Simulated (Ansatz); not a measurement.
The parent structure is TiAl (space group P4/mmm, No. 123; a = 2.824 Å, c = 4.071 Å).

(Cell as relaxed with PBE.)

Levels (all Ansatz, a program for electronic structure, PAW, earlier PAW set): PBE (420 eV, no SOC); PBEsol (420 eV, without spin-orbit coupling).

Each level relaxes its own structure.

```
quantity                  PBE    PBEsol
-------------------  --------  --------
volume per atom      16.23 Å³  15.77 Å³
lattice parameter a   2.824 Å   2.797 Å
lattice parameter c   4.071 Å   4.032 Å
band gap                 zero      zero
```

PBE's volume per atom lies 0.46 Å³ above PBEsol's (2.9 %); PBE's lattice parameter a lies 0.027 Å above PBEsol's (1.0 %); PBE's lattice parameter c lies 0.039 Å above PBEsol's (1.0 %); the two agree on the band gap. Neither level is exact; PBEsol is the comparison here, not a measurement.

Stability against distortions was not tested. All final runs are without spin polarisation.
